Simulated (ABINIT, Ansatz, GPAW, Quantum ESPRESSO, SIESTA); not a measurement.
# One structure in several programs: Mg (P6_3/mmc, 2 atoms in the cell)

Self-consistent single point.

```
CELL_PARAMETERS angstrom
      3.21167     0.00000     0.00000
     -1.60583     2.78139     0.00000
      0.00000     0.00000     5.20547
ATOMIC_POSITIONS crystal
  Mg 0.33333 0.66667 0.25000
  Mg 0.66667 0.33333 0.75000
```

All programs got the same cell, k-point mesh and kind of occupations (in Ansatz's words: kpoints.mp_grid.grid = 12 12 7; scf.occupations.method = gaussian; scf.occupations.width = 0.1 eV); potentials, basis and cutoffs are each program's usual ones.

```json
[
 {"code": "Quantum ESPRESSO", "model": "PBE, SSSP 1.1.2 efficiency (PBE) pseudopotentials", "pressure (GPa)": "-0.62", "k-points": "76", "cutoff": "35 Ry"},
 {"code": "ABINIT", "model": "PBE, norm-conserving pseudopotentials (PseudoDojo nc-sr-05 PBE standard)", "pressure (GPa)": "-0.50", "k-points": "76", "cutoff": "42 Ha"},
 {"code": "Ansatz", "model": "PBE, PAW files", "pressure (GPa)": "-0.51", "k-points": "76", "cutoff": "default"},
 {"code": "SIESTA", "model": "GGA PBE, numerical atomic orbitals TZP, PseudoDojo PBE standard norm-conserving potentials (rewritten from UPF to PSML)", "pressure (GPa)": "1.41", "k-points": "516", "cutoff": "grid 350 Ry"},
 {"code": "GPAW", "model": "PBE, GPAW PAW datasets PBE (gpaw-data 1.0.1)", "pressure (GPa)": "-0.58", "k-points": "76", "cutoff": "850 eV"}
]
```

The spread over the programs that give each value: pressure within 2.03 GPa.

The starting cell comes from a database of computed structures (which also holds hypothetical and non-ambient phases and stackings), without a prior relaxation at this level. Its lattice was rescaled by a random factor within 2.5 % of one.

### Question
Why do the programs differ, and what cannot be compared?

### Answer
Differences of this kind can come from the potentials, where these differ, and from what each basis and cutoff leave unconverged. The valence holds different numbers of electrons (Quantum ESPRESSO 4, ABINIT 20, Ansatz (an electronic-structure program) 20, SIESTA 20, GPAW 20). The zero of total energies and Fermi levels follows the potentials and each program's conventions, so they are not compared here. SIESTA uses small atom-centred bases, whose incompleteness enters pressures, forces and empty levels differently from a plane-wave cutoff. Ansatz's pressure is given at a fixed set of plane waves, as the other plane-wave codes print theirs. The programs reduce the same mesh by symmetry to different extents, which changes the work and not the result. In the pressure, SIESTA (by 1.96) lies more than 1 GPa from the median of the plane-wave programs.

Left out of this page: CP2K (unsound by tests on forces, stress, charge or solver warnings); Elk and FLEUR (not drawn, or without a comparable value).

Keys are those of Ansatz 0.2.
